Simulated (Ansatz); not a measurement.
A zone-centre phonon calculation of LaPb3 (Pm-3m, 4 atoms in the cell) with Ansatz (a first-principles code).

Method: LDA (PW92), default PAW files made with PBE (plane waves; Ansatz).

```
LaPb3
1.0
    4.93347     0.00000     0.00000
    0.00000     4.93347     0.00000
    0.00000     0.00000     4.93347
La Pb
1 3
Cartesian
  0.00000   0.00000   0.00000
  0.00000   2.46674   2.46674
  2.46674   0.00000   2.46674
  2.46674   2.46674   0.00000
```

Reference input (self-consistent single point, DFT, LDA (PW92), plane waves, default PAW files made with PBE): basis.ecutwfc = 420 eV; kpoints.mp_grid.grid = 7 7 7; hamiltonian.xc = lda; hamiltonian.pseudopotentials = {kind: paw} (the program's default PAW files); scf.occupations.method = gaussian; scf.occupations.width = 0.1 eV. This run's input differs from it in these lines:

Ansatz 0.2 input:
```diff
@@ -12,3 +12,3 @@
 basis:
-  ecutwfc: 420.0 eV
+  ecutwfc: 630.0 eV
 kpoints:
@@ -20,6 +20,4 @@
   occupations: { method: gaussian, width: 0.1 eV }
-output:
-  forces: true
-  eigenvalues: true
-  stress: true
+phonons:
+  method: dfpt
```

Output (repeated stretches shortened):

```
SCF iter   1: F=—  HF=-40885.207574 eV  |F-HF|=—  |Δ(HF+E_count)|=         —  Δρ=5.95e-3  dr2=6.54e-2  ethr=1.77e-3  ⟨swp⟩=5.6  Hψ=8319  notcnv=0
all-band conjugate gradients solve this SCF's bands
preconditioner: auto → Kerker (q_TF=auto, 2.381 Å⁻¹)
SCF iter   2: F=—  HF=-40885.200341 eV  |F-HF|=—  |Δ(HF+E_count)|=   7.23e-3  Δρ=3.21e-3  dr2=2.13e-2  ethr=1.23e-4  ⟨swp⟩=2.1  Hψ=3087  notcnv=0  defer=42
   [... lines left out ...]
SCF iter   6: F=—  HF=-40885.194167 eV  |F-HF|=—  |Δ(HF+E_count)|=   3.79e-5  Δρ=1.18e-5  dr2=2.15e-7  ethr=6.53e-9  ⟨swp⟩=2.0  Hψ=2892  notcnv=0  defer=42
SCF iter   7: F=—  HF=-40885.194167 eV  |F-HF|=—  |Δ(HF+E_count)|=   2.16e-8  Δρ=2.52e-6  dr2=5.34e-9  ethr=4.06e-10  ⟨swp⟩=2.0  Hψ=3692  notcnv=0  defer=42
SCF iter   8: F=—  HF=-40885.194167 eV  |F-HF|=—  |Δ(HF+E_count)|=  7.28e-11  Δρ=4.07e-7  dr2=2.11e-10  ethr=1.01e-11  ⟨swp⟩=2.1  Hψ=3497  notcnv=0  defer=42
SCF iter   9: F=-40885.194167 eV  HF=-40885.194167 eV  |F-HF|=1.46e-11  |Δ(HF+E_count)|=  2.91e-11  Δρ=4.10e-8  dr2=1.41e-12  ethr=1.00e-12  ⟨swp⟩=10.6  Hψ=13588  notcnv=0
SCF 1 converged in 9 iterations: F = -40885.194167 eV  dr2 = 1.41e-12
DFPT response loops at Γ: preconditioner auto → Kerker (q_TF=auto, 2.381 Å⁻¹) (partly filled bands, converged f_vac=0.000) …
Free energy (F): -40885.194167 eV
Internal energy: -40885.187317 eV  (E = F + TS)
E sigma→0 (E₀):  -40885.190742 eV
Entropy (-TS):   -0.006850 eV (-1.712 meV/atom)
Fermi energy:    11.551299 eV
--- Phonons (Γ-DFPT): 3 representative perturbations + reference, on 64 of 343 k-points (Σ response iterations 9) ---
  k mesh reduced under 8 symmetry operations, with k and −k counted as one. Each operation leaves every solved displacement unchanged or reverses it
  ASR residual: 1.401e-4 → 0.000e0 eV/Å²; symmetrization residual: 8.872e-6 eV/Å²
  ASR residual per site (eV/Å²): 7.05e-5 1.40e-4 1.40e-4 1.40e-4
  Γ frequencies (cm⁻¹): 0.00 0.00 0.00 51.84 51.84 51.84 63.46 63.46 63.46 110.05 110.05 110.05
  non-analytic LO–TO correction: not included (Born effective charges unavailable; polar crystals: no LO–TO splitting at Γ)
```

The run converged in 9 iterations. 

Summary of the result:
```
Quantity                                                                                          Result
--------------------------------------------------------  ----------------------------------------------
Free energy E − TS (on the zero of these files)                                           -40885.1942 eV
Fermi level (on the code's own zero)                                                            11.55 eV
Zone-centre frequencies (cm⁻¹; negative means imaginary)  0, 0, 0, 52, 52, 52, 63, 63, 63, 110, 110, 110
```

The starting cell comes from a database of computed structures (which also holds hypothetical and non-ambient phases and stackings), without a prior relaxation at this level. Its lattice was rescaled by up to half a per cent.

Cost on one core of a shared machine: roughly 4 min.
